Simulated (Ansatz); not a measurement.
Amorphous Ti20O43Y2, 65 atoms at 3.44 g/cm³, one PBE-relaxed geometry, zone centre. Methods: PBE, scalar-relativistic without spin-orbit coupling (Ansatz, a first-principles code); r2SCAN, scalar-relativistic without spin-orbit coupling (Ansatz); HSE06, scalar-relativistic without spin-orbit coupling (Ansatz). Plane waves to 420 eV (r2SCAN 500 eV); exact exchange is cut at the cell's faces. All rungs ran without spin polarisation.

The cell was made by melting and quenching with the CHGNet potential and then relaxed with DFT. O atoms were pushed apart under 1.9 Å during the dynamics, to hinder bonds among them. The hot cell started wider than the set density and was brought back towards it in steps. It is the lowest in DFT energy of 2 quenches. It is a model cell: composition and starting density were chosen by hand, and all elements were melted together. No dispersion term was used. Its density started from a set value of 3.74 and ended at 3.44 g/cm³. The quench (nominally 240 K/ps over its main leg) was far faster than any real one, so the model tends to hold more defects than a real film. A cell of this size samples the disorder only roughly. Volume and shape were free in the relaxation. On a 2×2×2 Γ-centred mesh force components of up to 0.12 eV/Å stay, since the relaxation ran on the zone centre alone.

The relaxation ran on the zone centre alone. At PBE the gap is 2.72 eV on a 2×2×2 Γ-centred mesh, and the spacing at the zone centre alone 2.81 eV.

Task: What zone-centre spacing does r2SCAN give, roughly?

Result: 3.17 eV (+0.36 eV against PBE).

Task: What zone-centre spacing does HSE06 give, roughly?

Result: 4.35 eV (+1.54 eV against PBE).

The highest filled and the lowest empty state spread over these numbers of atoms (participation numbers): PBE: 13.6 and 17.4; r2SCAN: 12.6 and 16.7; HSE06: 11.6 and 16.6.
